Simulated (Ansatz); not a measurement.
The structure below was relaxed with PBEsol (Ansatz, an electronic-structure program; PAW; 420 eV plane waves; spin-orbit coupling left out).

```xyz
12
Lattice="5.6423 -3.1798 0.0000 5.6423 3.1798 0.0000 -2.2442 0.0000 6.0178" Properties=species:S:1:pos:R:3 pbc="T T T"
Cd     1.6991     1.5899     3.0089
Ag     2.8212    -1.5899     0.0000
Ag     0.0000     0.0000     0.0000
Cd     4.5202     0.0000     3.0089
Ag    -1.1221     0.0000     3.0089
Ag     5.6423     0.0000     0.0000
Cd     1.6991    -1.5899     3.0089
Ag     2.8212     1.5899     0.0000
O      5.2755     0.0000     5.0961
O      0.6522     0.0000     1.9649
O      8.3883     0.0000     4.0529
O      3.7650     0.0000     0.9217
```

Problem. Find the space group and the Wyckoff positions.

Solution. Space group C2/m (No. 12); a = 11.2847 Å, b = 6.3596 Å, c = 6.4227 Å, α = 90.00°, β = 110.45°, γ = 90.00°

```json
[
 {"atom": "Cd", "site": "4f", "symmetry": "-1", "x": "0.2500", "y": "0.2500", "z": "0.5000"},
 {"atom": "Ag", "site": "4e", "symmetry": "-1", "x": "0.2500", "y": "0.2500", "z": "0.0000"},
 {"atom": "Ag", "site": "2a", "symmetry": "2/m", "x": "0.0000", "y": "0.0000", "z": "0.0000"},
 {"atom": "Cd", "site": "2d", "symmetry": "2/m", "x": "0.0000", "y": "0.5000", "z": "0.5000"},
 {"atom": "Ag", "site": "2c", "symmetry": "2/m", "x": "0.5000", "y": "0.5000", "z": "0.5000"},
 {"atom": "Ag", "site": "2b", "symmetry": "2/m", "x": "0.0000", "y": "0.5000", "z": "0.0000"},
 {"atom": "O", "site": "4i", "symmetry": "m", "x": "0.3641", "y": "0.0000", "z": "0.1532"},
 {"atom": "O", "site": "4i", "symmetry": "m", "x": "0.1227", "y": "0.0000", "z": "0.3265"}
]
```

Each cell is one ordered arrangement of few atoms, which overstates ordering effects compared with a random alloy. No phonon test of stability was made. No Hubbard U is applied, and correlation can decide whether such a compound is a metal. All final runs are without spin polarisation. An odd electron count without spin: Cd3Ag5O4. The cell was made from Ag2O by this change: x(Cd) = 0.375, 12 atoms, C2/m.
